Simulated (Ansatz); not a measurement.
**MoGe (model structure, started from the MnP type, Pnma, No. 62, 8 atoms in the cell): properties by level of theory**

| level (code) | volume per atom (Å³/atom) | formation enthalpy (eV/atom) |
|---|---|---|
| PBE (Ansatz) | 16.34 | ? |
| PBEsol (Ansatz) | 15.81 | -0.097 |
| PBE-D3(BJ) (Ansatz) | 15.84 | -0.085 |

Question: What belongs in the gaps?

Answer: 
- PBE (Ansatz, a quantum-chemistry and plane-wave program), formation enthalpy (eV/atom): -0.039

Ansatz's density-functional and Hartree–Fock values are scalar-relativistic unless marked +SOC, with PAW data made under PBE.

A model structure was made by putting elements into a prototype or built by hand; it is no filed structure, need not be a known phase, and can be a saddle point held by its symmetry.
